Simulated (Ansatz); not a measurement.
Terminations of the (100) surface of rock-salt TaC, measured from the surface 'clean 1x1'. Atoms come from or go to: Ag: fcc Ag, B: alpha boron, C: graphite, Cr: bcc Cr, antiferromagnetic, Cu: fcc Cu, Mg: hcp Mg, O: ½ O2(g), Ru: hcp Ru, Ta: bcc Ta, V: bcc V, Zr: hcp Zr. ΔE is the energy of forming the row's surface from that one (negative: more stable at these reservoirs); the vacuum level's shift is aligned on the shared bottom. No zero-point or thermal terms. These are constructed structures in small cells; real faces may alloy, dewet or reconstruct in larger ones, and not all known structures of the face are among them. Slabs of about 14 Å with all that they carry, Fermi-Dirac smearing of 0.1 eV. Bottom of the slabs: a bare face, its two planes held. Relaxed from the named starts with such symmetry as they have, on meshes of like density; energies extrapolated to zero smearing; no spin-orbit coupling, no U. Spin-polarised runs, if any, are marked in brackets, and their order is one that fits the cell; the others ran without spin. A dash marks a value that is undefined for that row (no clear gap, or no work function of a gapped slab) or was not read reliably on its mesh.

Level of theory: PBE (plane waves to 420 eV, PAW; Ansatz, an electronic-structure program).

| surface | atoms added per 1x1 | ΔE per 1x1 (eV) | shift of the vacuum level (eV) | work function (eV) |
|---|---|---|---|---|
| B on all C sites of the second plane | +1 B, -1 C | -0.10 | -0.02 | 3.66 |
| a layer of Cu, one atom over each Ta | +1 Cu | ___ | 0.38 | 4.09 |
| clean 1x1 | none | 0.00 | 0.00 | 3.68 |
| top plane replaced by VO [spin, 1.8 μB a cell] | -1 C, +1 O, -1 Ta, +1 V | ___ | -0.99 | 2.71 |
| all C sites of the top plane empty | -1 C | 2.00 | 0.60 | 4.26 |
| a layer of Ag, one atom over each C | +1 Ag | ___ | 0.87 | 4.59 |
| top plane replaced by RuO | -1 C, +1 O, +1 Ru, -1 Ta | 0.59 | -0.01 | 3.72 |
| Cr on all Ta sites of the second plane [spin, 2.2 μB a cell] | +1 Cr, -1 Ta | 1.36 | 0.14 | 3.86 |
| a layer of Cu, one atom over each C | +1 Cu | 0.68 | 0.76 | 4.49 |
| Mg on half the Ta sites of the top plane, c(2x2) | +0.5 Mg, -0.5 Ta | 1.12 | 0.17 | 3.88 |
| Zr on all Ta sites of the top plane | -1 Ta, +1 Zr | -0.41 | -0.53 | 3.17 |
| a layer of Ta, one atom over each C | +1 Ta | ___ | 0.57 | 4.26 |

Task: What belongs in the gaps?

Result: 
- a layer of Cu, one atom over each Ta, ΔE per 1x1 (eV): 1.48
- top plane replaced by VO [spin, 1.8 μB a cell], ΔE per 1x1 (eV): -2.16
- a layer of Ag, one atom over each C, ΔE per 1x1 (eV): 0.41
- a layer of Ta, one atom over each C, ΔE per 1x1 (eV): 0.90
